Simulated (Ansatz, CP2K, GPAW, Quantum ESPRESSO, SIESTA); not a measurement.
One structure in several programs: Hf₂Ge (P1, 6 atoms in the cell)

Self-consistent single point, at a second geometry (atoms moved at random). First geometry:

```
Hf2Ge
1.0
   -3.25803     3.25803     2.62054
    3.25803    -3.25803     2.62054
    3.25803     3.25803    -2.62054
Hf Ge
4 2
Direct
  0.34424   0.15576   0.50000
  0.65576   0.84424   0.50000
  0.15576   0.65576   0.81152
  0.84424   0.34424   0.18848
  0.25000   0.25000   0.00000
  0.75000   0.75000   0.00000
```

Second geometry:
```
Hf2Ge
1.0
   -3.25803     3.25803     2.62054
    3.25803    -3.25803     2.62054
    3.25803     3.25803    -2.62054
Hf Ge
4 2
Direct
  0.34206   0.14619   0.48322
  0.66985   0.84991   0.50469
  0.16965   0.66499   0.81752
  0.84990   0.35291   0.20909
  0.24124   0.24866   0.98881
  0.72729   0.73734   0.99667
```

Shared settings, as Ansatz (a program for electronic structure) writes them: kpoints.mp_grid.grid = 5 5 5; scf.occupations.method = gaussian; scf.occupations.width = 0.1 eV. Potentials and cutoffs stand in the table.

| code | model | ΔF from the first geometry (meV/atom) | pressure (GPa) | largest force (eV/Å) | cutoff |
|---|---|---|---|---|---|
| CP2K | PBEsol, GPW, DZVP-MOLOPT-SR-GTH basis, GTH-PBE potentials (GTH_POTENTIALS) | 29.1 | 5.72 | 1.296 | grid 500 Ry |
| GPAW | PBEsol, GPAW PAW datasets PBEsol (made by gpaw-setup) | 30.3 | 3.09 | 1.282 | 600 eV |
| Ansatz | PBEsol, PAW files made with PBE | 29.7 | 2.35 | 1.244 | default |
| SIESTA | GGA PBEsol, numerical atomic orbitals DZP, PseudoDojo PBEsol standard norm-conserving potentials (rewritten from UPF to PSML) | 26.1 | 2.97 | 1.277 | grid 300 Ry |
| Quantum ESPRESSO | PBEsol, PseudoDojo standard norm-conserving (PBESOL) pseudopotentials | 29.7 | 2.84 | 1.244 | 80 Ry |

Size of the force on each atom (eV/Å): Sizes of forces hide their directions.

```tsv
code	Hf1	Hf2	Hf3	Hf4	Ge5	Ge6
CP2K	0.717	0.825	1.043	0.643	0.720	1.296
GPAW	0.689	0.714	0.988	0.809	0.695	1.282
Ansatz	0.686	0.701	0.966	0.801	0.680	1.244
SIESTA	0.687	0.833	1.073	0.541	0.664	1.277
Quantum ESPRESSO	0.686	0.702	0.967	0.794	0.681	1.244
```

On Ansatz's run: spin-orbit coupling is off.

The spread over the programs that give each value: ΔF from the first geometry within 4.2 meV/atom; pressure within 3.37 GPa; largest force within 0.052 eV/Å.

CP2K and SIESTA use small atom-centred bases, whose incompleteness enters pressures, forces and empty levels differently from a plane-wave cutoff. Ansatz's pressure is given at a fixed set of plane waves, as the other plane-wave codes print theirs; with its correction for the finite basis it is 2.40 GPa. In the pressure, CP2K (by 2.89) lies more than 1 GPa from the median of the plane-wave programs. In the force vectors, CP2K (by 0.231) and SIESTA (by 0.305) lie more than 0.08 eV/Å from the median of the plane-wave programs.

The starting cell comes from a database of computed structures (which also holds hypothetical and non-ambient phases and stackings), without a prior relaxation at this level. Its lattice was rescaled by a random factor within 2.5 % of one. For this run, on top of that: atoms moved at random.

Keys are those of Ansatz 0.2.
